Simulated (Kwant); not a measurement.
System: quantum point contact (saddle potential) in a GaN two-dimensional gas. Effective mass 0.22 mₑ, grid spacing 12 nm, hard walls, nominal width 300 nm (25 grid rows, so walls 312 nm apart), one parabolic valley, scattering region 900 nm long along x; energies count from the band bottom; Fermi energy 0.000807 eV. Potential (V0 + ½k y²) cos²(πx/L) for |x| < L/2, with V0 swept from 0.00084735 to 0 eV, k = 2.8e-07 eV/nm², L = 620 nm.

Constants are typed, rounded textbook-type inputs, not results; the design itself was drawn at random and stands for no fabricated device.

Computed with Kwant: effective-mass tight-binding model on a square grid, one spin, coherent transport at 0 K. Conductance is in e²/h.

Sweep values stay those of the base run.

Base results: mean G (e²/h) over the sweep 1.24; G (e²/h) at V0 = 0.6386 meV 0.69; G (e²/h) at V0 = 0.2210 meV 2.00.

What follows from this one change: length of the gated region 620 → 810 nm?

mean G over the sweep little changed (1.24 e²/h); G at V0 = 0.6386 meV 0.69 → 0.74 e²/h; G at V0 = 0.2210 meV little changed (2.00 e²/h).

What follows from this one change: effective mass 0.22 → 0.13 mₑ?

mean G over the sweep 1.24 → 0.96 e²/h; G at V0 = 0.6386 meV 0.69 → 0.20 e²/h; G at V0 = 0.2210 meV 2.00 → 1.32 e²/h.

What follows from this one change: curvature of the confinement 2.8e-07 → 3.4e-07 eV/nm²?

mean G over the sweep 1.24 → 1.11 e²/h; G at V0 = 0.6386 meV 0.69 → 0.48 e²/h; G at V0 = 0.2210 meV little changed (2.00 e²/h).
